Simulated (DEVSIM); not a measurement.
Structure: abrupt Si p-n junction, at 250 K.

```tsv
layer (left to right)	material	thickness (μm)	Nd (cm⁻³)	Na (cm⁻³)	τn (s)	τp (s)
1	Si	5.30	-	4.8e14	0.00016	0.00016
2	Si	2.00	2.6e14	-	0.00016	0.00016
```

Left contact: ohmic. Right contact: ohmic. Voltage is applied to the left contact. Recombination: SRH at mid-gap. Mobility is μmin + (μ − μmin)/(1 + (N/Nref)^α).

This is a model device: material constants are rounded textbook-type values typed into the input, and sizes, dopings and lifetimes were drawn at random. Values at 300 K; Nc and Nv go as T^1.5, mobilities as T to minus their exponent, the gap by Varshni's rule with the affinity fixed.

```
parameter               Si
----------------  --------
gap (eV)             1.124
affinity (eV)         4.05
permittivity          11.7
Nc (cm⁻³)          2.86e19
Nv (cm⁻³)           3.1e19
μn (cm²/Vs)           1417
μp (cm²/Vs)            470
μn,min                  52
μp,min                  45
Nref,n              9.7e16
Nref,p              2.2e17
αn                    0.68
αp                    0.72
T exponent of μn       2.3
T exponent of μp       2.2
Varshni α (eV/K)  0.000473
Varshni β (K)          636
```

Simulated with DEVSIM: 1D drift-diffusion, Boltzmann statistics, complete ionisation; no tunnelling, impact ionisation, image-force lowering or self-heating.

Question: Tabulate band edges, carrier densities and field at zero bias.

Answer: Energies count from the Fermi level of the right contact; mesh points crowd at the junctions.

| x (μm) | Ec (eV) | Ev (eV) | n (cm⁻³) | p (cm⁻³) | field (V/cm) |
|---|---|---|---|---|---|
| 0.000 | 0.903 | -0.233 | < 1e2 | 4.8e14 | ≈ 0 |
| 0.02595 | 0.903 | -0.233 | < 1e2 | 4.8e14 | ≈ 0 |
| 0.08397 | 0.903 | -0.233 | < 1e2 | 4.8e14 | ≈ 0 |
| 0.1998 | 0.903 | -0.233 | < 1e2 | 4.8e14 | ≈ 0 |
| 0.5917 | 0.903 | -0.233 | < 1e2 | 4.8e14 | ≈ 0 |
| 1.251 | 0.903 | -0.233 | < 1e2 | 4.8e14 | ≈ 0 |
| 2.617 | 0.903 | -0.233 | < 1e2 | 4.8e14 | ≈ 0 |
| 4.311 | 0.900 | -0.236 | < 1e2 | 4.0e14 | -210 |
| 4.835 | 0.849 | -0.287 | 170 | 3.8e13 | -2300 |
| 5.088 | 0.769 | -0.367 | 6900 | 9.3e11 | -4100 |
| 5.215 | 0.711 | -0.425 | 100000 | 6.3e10 | -5000 |
| 5.283 | 0.675 | -0.461 | 540000 | 1.2e10 | -5500 |
| 5.305 | 0.662 | -0.474 | 970000 | 6.6e9 | -5600 |
| 5.337 | 0.645 | -0.491 | 2200000 | 2.9e9 | -5500 |
| 5.435 | 0.592 | -0.544 | 2.5e7 | 2.6e8 | -5100 |
| 5.616 | 0.506 | -0.630 | 1.4e9 | 4700000 | -4400 |
| 5.973 | 0.375 | -0.761 | 6.1e11 | 11000 | -3000 |
| 6.580 | 0.265 | -0.871 | 9.7e13 | < 1e2 | -790 |
| 7.049 | 0.247 | -0.889 | 2.3e14 | < 1e2 | -150 |
| 7.190 | 0.245 | -0.891 | 2.5e14 | < 1e2 | -100 |
| 7.261 | 0.245 | -0.892 | 2.6e14 | < 1e2 | -94 |
| 7.300 | 0.244 | -0.892 | 2.6e14 | < 1e2 | -93 |
